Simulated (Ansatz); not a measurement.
The starting structures come from a database of crystals and need not be the phases stable at ambient conditions.

Tunnelling through a barrier is set by its complex band structure: the current falls as exp(−2κd) with the smallest κ.

Input:

```yaml
crystal:
  lattice:
    - [5.92910, 0.00000, 0.00000]
    - [0.00000, 6.99178, 0.00000]
    - [0.00000, 0.00000, 3.56362]
  atoms:
    - { symbol: Ca, position: [0.75093, 0.88814, 0.25000] }
    - { symbol: Ca, position: [0.24907, 0.11186, 0.75000] }
    - { symbol: Ca, position: [0.74907, 0.38814, 0.75000] }
    - { symbol: Ca, position: [0.25093, 0.61186, 0.25000] }
    - { symbol: F, position: [0.52142, 0.16574, 0.25000] }
    - { symbol: F, position: [0.47858, 0.83426, 0.75000] }
    - { symbol: F, position: [0.97858, 0.66574, 0.75000] }
    - { symbol: F, position: [0.02142, 0.33426, 0.25000] }
    - { symbol: F, position: [0.35651, 0.42648, 0.75000] }
    - { symbol: F, position: [0.64349, 0.57352, 0.25000] }
    - { symbol: F, position: [0.14349, 0.92648, 0.25000] }
    - { symbol: F, position: [0.85651, 0.07352, 0.75000] }
```

The cell is taken as given.

Transport runs along the normal of the first two printed cell vectors.

No gap correction and no spin-orbit coupling; mid-gap is the computed energy nearest the middle.

Task: Give the band gap and the smallest decay constant κ at mid-gap that r2SCAN run with Ansatz (a quantum-chemistry and plane-wave program) yields.

Result: Gap 8.69 eV on a 6×6×8 mesh; κ = 0.584 1/Å, at the zone centre.
